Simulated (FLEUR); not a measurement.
Worked example: self-consistent single point of CdIn (P-6m2, 2 atoms in the cell) in FLEUR.

Computed with LDA (Perdew-Zunger), all-electron FLAPW (FLEUR), scalar-relativistic valence run with FLEUR.

```
CdIn
1.0
    3.21861     0.00000     0.00000
   -1.60931     2.78740     0.00000
    0.00000     0.00000     5.91615
Cd In
1 1
Direct
  0.00000   0.00000   0.50000
  0.66667   0.33333   0.00000
```

Reference input (self-consistent single point, DFT, PBEsol, all-electron FLAPW (FLEUR), scalar-relativistic valence): Kmax = 3.8 1/bohr; GmaxXC = 11.4 1/bohr; xcFunctional = PBEs; jspins = 1; l_soc = F; mode = hist; fermiSmearingEnergy = 0.00367493 Htr; mesh (inpgen div1-3) = 8 8 4; inpgen gamma flag = true; Gmax = 11.4 1/bohr; numbands = 0; maxIterBroyd = 25. This run's input differs from it in these lines:

```diff
@@ -14,3 +14,3 @@
 &comp jspins=1 /
-&exco xctyp='PBEs' /
+&exco xctyp='pz' /
 &kpt div1=8 div2=8 div3=4 gamma=t /
@@ -27,3 +27,3 @@
       <coreElectrons ctail="T" frcor="F" kcrel="0" coretail_lmax="0"/>
-      <xcFunctional name="PBEs" relativisticCorrections="F"/>
+      <xcFunctional name="pz" relativisticCorrections="F"/>
       <magnetism jspins="1"/>
```

Log, with long lists cut:

```
 Iteration:     1   Distance:       4.28106437 me/bohr^3
 Iteration:     2   Distance:       3.84246700 me/bohr^3
 Iteration:     3   Distance:       2.09203129 me/bohr^3
 Iteration:     4   Distance:       0.95088003 me/bohr^3
 Iteration:     5   Distance:       0.80458253 me/bohr^3
   [... 5 lines left out ...]
 Iteration:    11   Distance:       0.00070434 me/bohr^3
 Iteration:    12   Distance:       0.00012479 me/bohr^3
 Iteration:    13   Distance:       0.00006782 me/bohr^3
 Iteration:    14   Distance:       0.00000832 me/bohr^3
 Run finished successfully
 Stop message:
   Structural relaxation: Done

[file out, last iteration]
             iter=     15
[...]
          total density-effective poten   -1.8931605857E+04
          total charge density-energy d   -3.0441343829E+02
 Updated energy parameters for spin:           1
[...]
 fermi energy and band-weighting factors:

[...]
FERMIE:
          first approx. to ef    (T=0)  :   0.200583 htr   (energy of the highest occ. eigenvalue)
          number of occ. states  (T=0)  :        466
          first approx. to seigv (T=0)  : -16.837002 htr
          sum of weights of occ. states :  15.503906
          sum of semicore charge        :   0.000000 e
FERHIS:  Fermi-Energy by histogram:
          bandgap                     :   0.002337 htr
   [... lines left out ...]
          charge neutrality (T=0)     :   0.007812    (zero if the highest occ. eigenvalue is "entirely" occupied)
     EF_NEWTON:  Adjust Fermi-Energy by Newton-Method.
 Direct bandgap for spin            1 :    1.8327656883602883E-002  Htr
 ---->    free energy=                    -11469.1316181072 htr
   [... lines left out ...]
      extrapolation for T->0
 ---->    total electron energy=          -11469.1310665712 htr
 ***** TOTAL FORCES ON ATOMS *****
 TOTAL FORCE FOR ATOM TYPE=  1  X=  0.000   Y=  0.000   Z=  5.590
                       FX_TOT= 0.000000 FY_TOT= 0.000000 FZ_TOT= 0.000000
 TOTAL FORCE FOR ATOM TYPE=  2  X= -3.041   Y=  1.756   Z=  0.000
                       FX_TOT= 0.000000 FY_TOT= 0.000000 FZ_TOT= 0.000000
 Structural relaxation: Done
```

The run converged in 14 iterations. FLEUR gives forces in its relaxation mode, with a further iteration, so its stop message speaks of a relaxation. 

The starting cell comes from a database of computed structures (which also holds hypothetical and non-ambient phases and stackings), without a prior relaxation at this level. Its lattice was rescaled by a random factor within 2.5 % of one. Values depend on the basis (sphere radii, cutoffs, local orbitals), which need not be converged. The log's line on a gap gives a spacing of levels on this mesh, which the program prints for metals too.

Cost on one core of a shared machine: roughly 60 s.
